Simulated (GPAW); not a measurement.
Band structure of AlNi (Pm-3m, 2 atoms in the cell).

```xyz
2
Lattice="2.8597 0.0000 0.0000 0.0000 2.8597 0.0000 0.0000 0.0000 2.8597" Properties=species:S:1:pos:R:3 pbc="T T T"
Al     1.4299     1.4299     1.4299
Ni     0.0000     0.0000     0.0000
```

Computed with PBE, GPAW PAW datasets PBE (gpaw-data 1.0.1) (plane waves; GPAW 25.7.0).

Settings: mode = pw; ecut = 850 eV; xc = PBE; kpts = 15 15 15; mesh shift (steps) = 0 0 0; occupations.name = methfessel-paxton; occupations.width = 0.136 eV; occupations.order = 0; nbands = -6; convergence.density = 1e-05 e/electron; symmetry.symmorphic = false; symmetry.tolerance = 0.0005; maxiter = 150; bandpath_npoints = 40.

The starting cell comes from a database of computed structures (which also holds hypothetical and non-ambient phases and stackings), without a prior relaxation at this level. Spin polarisation is off.

Levels in eV from the Fermi level, bands 6 to 13:
```json
[
 {"point": "Γ", "6": "-3.39", "7": "-1.59", "8": "-1.59", "9": "-1.59", "10": "5.52", "11": "5.52", "12": "5.52", "13": "8.24"},
 {"point": "X", "6": "-2.89", "7": "-2.33", "8": "-2.33", "9": "-1.49", "10": "-0.66", "11": "8.24", "12": "10.04", "13": "10.04"},
 {"point": "M", "6": "-3.04", "7": "-3.04", "8": "-2.15", "9": "-2.15", "10": "-1.04", "11": "1.50", "12": "2.67", "13": "12.47"},
 {"point": "R", "6": "-4.25", "7": "-1.01", "8": "-1.01", "9": "1.88", "10": "1.88", "11": "1.88", "12": "3.84", "13": "4.64"}
]
```

Bands cross the Fermi level along this path, so the cell is metallic at this level.
